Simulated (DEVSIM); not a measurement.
System: illuminated Si n-on-p cell, one wavelength, at 350 K.

Layer 1 from the left is Si, thickness (μm) 0.470, Nd (cm⁻³) 1.7e18, τn (s) 2.1e-8, τp (s) 1.3e-7, absorption coefficient (cm⁻¹) 1100. Layer 2 from the left is Si, thickness (μm) 32.0, Na (cm⁻³) 5.9e16, τn (s) 4.1e-7, τp (s) 4.1e-7, absorption coefficient (cm⁻¹) 1100.

Left contact: ohmic, minority hole recombination velocity 1000 cm/s. Right contact: ohmic, minority electron recombination velocity 3000 cm/s. Voltage is applied to the left contact. Recombination: SRH at mid-gap, radiative, Auger. Light enters at the left, 1.3e17 photons cm⁻² s⁻¹, one pass, no reflection. Mobility is μmin + (μ − μmin)/(1 + (N/Nref)^α).

The device is made up for the run: typed textbook-type constants, with dimensions and the other settings drawn at random. Values at 300 K; Nc and Nv go as T^1.5, mobilities as T to minus their exponent, the gap by Varshni's rule with the affinity fixed.

Si: gap (eV) 1.124, affinity (eV) 4.05, permittivity 11.7, Nc (cm⁻³) 2.86e19, Nv (cm⁻³) 3.1e19, μn (cm²/Vs) 1417, μp (cm²/Vs) 470, μn,min 52, μp,min 45, Nref,n 9.7e16, Nref,p 2.2e17, αn 0.68, αp 0.72, T exponent of μn 2.3, T exponent of μp 2.2, B (cm³/s) 4.7e-15, Cn (cm⁶/s) 2.8e-31, Cp (cm⁶/s) 9.9e-32, Varshni α (eV/K) 0.000473, Varshni β (K) 636.

Model (solved in DEVSIM): 1D drift-diffusion, Boltzmann statistics, complete ionisation; no tunnelling, impact ionisation, image-force lowering or self-heating.

Dark forward current:

| |V| (V) | |J| (A/cm²) |
|---|---|
| 0.05 | 1.495e-7 |
| 0.10 | 5.124e-7 |
| 0.15 | 1.528e-6 |
| 0.20 | 4.789e-6 |
| 0.25 | 1.694e-5 |
| 0.30 | 6.864e-5 |
| 0.35 | 0.0003104 |
| 0.40 | 0.001506 |
| 0.45 | 0.007596 |
| 0.50 | 0.03905 |
| 0.55 | 0.2018 |
| 0.60 | 1.026 |
| 0.65 | 4.789 |
| 0.70 | 18.28 |
| 0.75 | 57.24 |
| 0.80 | 163.5 |
| 0.85 | 438.5 |
| 0.90 | 1079 |
| 0.95 | 2369 |

Work out the local ideality factor n = ΔV / (kT/q · ln(J2/J1)) between the rows 0.15 and 0.20 V, 0.50 and 0.55 V, 0.90 and 0.95 V.

kT/q = 30.16 mV. From 0.15 to 0.20 V: ln(4.789e-6/1.528e-6) = 1.142, n = 1.45. From 0.50 to 0.55 V: ln(0.2018/0.03905) = 1.642, n = 1.01, near the 1 of diffusion or emission over a barrier. From 0.90 to 0.95 V: ln(2369/1079) = 0.786, n = 2.11.

What current could the absorbed light give at most, and what share is collected?

Σ αd = 3.57, so qΦ(1 − exp(−Σ αd)) = 20.2 mA/cm². The simulated short-circuit current is 16.23 mA/cm², a share of 0.80.

Estimate the open-circuit voltage by superposition: the voltage at which the dark current equals that short-circuit current.

Interpolating ln J in the table gives 0.473 V. The simulation gives 0.473 V, the same within the digits that matter. Superposition holds where collection doesn't change with voltage.

Estimate the fill factor from FF0 = (v − ln(v + 0.72))/(v + 1), v = qVoc/(nkT), with n from the dark curve.

The rows about Voc, 0.45 and 0.50 V, give n = 1.01, so v = 15.5 and FF0 = 0.770. The simulation gives 0.769, the same within the digits that matter.
